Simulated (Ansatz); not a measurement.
The structure below was relaxed with DFT with PBEsol, PAW potentials and a 420 eV plane-wave cutoff in Ansatz (an electronic-structure program), no spin-orbit coupling.

```xyz
1
Lattice="0.0000 2.2469 2.2469 2.2469 0.0000 2.2469 2.2469 2.2469 0.0000" Properties=species:S:1:pos:R:3 pbc="T T T"
Mg     0.0000     0.0000     0.0000
```

Question: Find the space group and the Wyckoff positions.

Answer: Space group Fm-3m (No. 225); a = b = c = 4.494 Å, α = β = γ = 90.00°

```
atom  site  symmetry       x       y       z
----  ----  --------  ------  ------  ------
Mg      4a      m-3m  0.0000  0.0000  0.0000
```

Question: Describe the coordination.

Answer: The crystal has 4 atoms in its conventional cell. Lattice parameters: a = b = c = 4.4937 Å, α = β = γ = 90.00°. Mg has 12 Mg at 3.178 Å (cuboctahedral). (Neighbours: up to the widest gap in distance over summed covalent radii, below 1.35, at either atom.)

Whether these cells are dynamically stable was not tested. The cell was made from Al by this change: Al → Mg; the result is a model cell, its experimental status unchecked. This is not the structure that Mg has at room temperature and ambient pressure.
